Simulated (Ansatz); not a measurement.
# A computed series for InAs: response to strain and stress

The parent structure is InAs in the zinc blende structure (space group F-43m, No. 216; a = 6.1091 Å). Axes: x, y, z lie along the cube axes.

Strains are applied to the cell and any free atomic positions relax; under stress the whole cell relaxes.

Calculations: Kohn–Sham DFT with the r2SCAN functional, run in Ansatz (an electronic-structure program) with PAW and 500 eV plane waves, no spin-orbit coupling.

Candidates:
(a) uniaxial stress, 0.5 GPa tension along z
(b) uniaxial strain ε_zz = +5.50 %
(c) isotropic strain +1.87 %

Notes on the quantities. energy relative to the base: free energy F.

Problem. Order them by energy relative to the base, lowest first.

Solution. (a) uniaxial stress, 0.5 GPa tension along z (+0.4 meV/atom), (c) isotropic strain +1.87 % (+15 meV/atom), (b) uniaxial strain ε_zz = +5.50 % (+21 meV/atom)

The mesh was chosen for an insulator and is coarse for the gapless case. Beyond what the load breaks, stability against distortions was not tested. The final runs are not spin-polarised.
